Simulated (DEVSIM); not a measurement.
System: abrupt Si n-p junction, at 250 K.

Layer 1 from the left is Si, thickness (μm) 60.0, Nd (cm⁻³) 5.7e17, τn (s) 2.4e-7, τp (s) 2.4e-7. Layer 2 from the left is Si, thickness (μm) 60.0, Na (cm⁻³) 4.2e17, τn (s) 2.4e-7, τp (s) 2.4e-7.

Left contact: ohmic. Right contact: ohmic. Voltage is applied to the left contact. Recombination: SRH at mid-gap, radiative. Mobility is μmin + (μ − μmin)/(1 + (N/Nref)^α).

This is a model device: material constants are rounded textbook-type values typed into the input, and sizes, dopings and lifetimes were drawn at random. Values at 300 K; Nc and Nv go as T^1.5, mobilities as T to minus their exponent, the gap by Varshni's rule with the affinity fixed.

Si: gap (eV) 1.124, affinity (eV) 4.05, permittivity 11.7, Nc (cm⁻³) 2.86e19, Nv (cm⁻³) 3.1e19, μn (cm²/Vs) 1417, μp (cm²/Vs) 470, μn,min 52, μp,min 45, Nref,n 9.7e16, Nref,p 2.2e17, αn 0.68, αp 0.72, T exponent of μn 2.3, T exponent of μp 2.2, B (cm³/s) 4.7e-15, Varshni α (eV/K) 0.000473, Varshni β (K) 636.

DEVSIM, 1D drift-diffusion, Boltzmann statistics, complete ionisation; no tunnelling, impact ionisation, image-force lowering or self-heating.

Dark forward current:

```csv
|V| (V),|J| (A/cm²)
0.05,1.844e-11
0.10,7.472e-11
0.15,2.587e-10
0.20,8.670e-10
0.25,2.886e-9
0.30,9.623e-9
0.35,3.231e-8
0.40,1.104e-7
0.45,3.934e-7
0.50,1.553e-6
0.55,7.521e-6
0.60,4.837e-5
0.65,0.0003955
0.70,0.003689
0.75,0.03635
0.80,0.3638
0.85,3.501
0.90,25.03
0.95,91.30
1.00,200.6
1.05,344.0
1.10,518.5
1.15,723.1
1.20,958.1
1.25,1224
1.30,1521
```

### Question
Work out the local ideality factor n = ΔV / (kT/q · ln(J2/J1)) between the rows 0.10 and 0.15 V, 0.75 and 0.80 V, 1.25 and 1.30 V.

### Answer
kT/q = 21.54 mV. From 0.10 to 0.15 V: ln(2.587e-10/7.472e-11) = 1.242, n = 1.87, near the 2 of recombination in the depletion region. From 0.75 to 0.80 V: ln(0.3638/0.03635) = 2.303, n = 1.01, near the 1 of diffusion or emission over a barrier. From 1.25 to 1.30 V: ln(1521/1224) = 0.217, n = 10.69.

### Question
Estimate the current at 0.75 V from the Shockley equation with J0 = Σ q ni² D/(N L) coth(W/L), τ joining the SRH, radiative and Auger lifetimes that are on, and W taken as the whole layer.

### Answer
ni² = 6.36e15 cm⁻⁶; holes in the n layer: μ = 280 cm²/Vs, D = 6.03 cm²/s, τ = 2.40e-7 s, L = 12.0 μm, W/L = 5.0, term 8.97e-18 A/cm²; electrons in the p layer: μ = 639 cm²/Vs, D = 13.8 cm²/s, τ = 2.40e-7 s, L = 18.2 μm, W/L = 3.3, term 1.84e-17 A/cm². J0 = 2.74e-17 A/cm², and J = J0 exp(qV/kT) = 0.0363 A/cm². The simulation gives 0.0364 A/cm², the same within the digits that matter. The estimate leaves out recombination in the depletion region and that region's share of W.
